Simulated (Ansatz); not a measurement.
Consider the following.

```xyz
2
Lattice="0.0000 3.1050 3.4597 3.1050 0.0000 3.4597 3.1050 3.1050 0.0000" Properties=species:S:1:pos:R:3 pbc="T T T"
Hg     0.0000     0.0000     0.0000
Te     1.5525     1.5525     1.7298
```

Computed with PBEsol, rigid bands (plane waves, PAW, scalar-relativistic; Ansatz, a first-principles code). Condition of this run: biaxial stress xx = yy = 2 GPa (compression positive) (the target of the relaxation). How the cell was made: cell and atoms relaxed with PBEsol, then loaded as said.

Task: Is this a good metal at this level?

Result: No. No gap is resolved, and few carriers conduct, as in a semimetal or a zero-gap semiconductor. N(E_F) = 0.021 states/eV a cell at 300 K and the Drude plasma energy along the best axis is 0.32 eV, several times under that of a simple or noble metal.

Spin-orbit coupling is left out; it can open or close a small gap.
